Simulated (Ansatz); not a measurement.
Take La2O3 (space group P-3m1, No. 164; a = 3.935 Å, c = 6.126 Å) as the base. Axes: x lies along a and z along c of the hexagonal cell.

Perturbation: the cell is stretched by 1.51 % along y with no lateral relaxation, atoms relaxed at fixed cell.

Levels (all Ansatz, a program for electronic structure, PAW, earlier PAW set): r2SCAN (500 eV, scalar-relativistic without spin-orbit coupling); HSE06 (420 eV, no spin-orbit coupling).

The geometry is relaxed with r2SCAN.

```
Property          Result
---------------  -------
r2SCAN band gap  4.16 eV
```

What does HSE06 give at this geometry for the band gap?

The band gap grows by 1.05 eV, from 4.16 eV to 5.21 eV.

Single points use the geometry relaxed with r2SCAN. HSE06 gaps are upper bounds (no full band path). The cells carry an imposed strain or load. Whether these cells are dynamically stable was not tested.
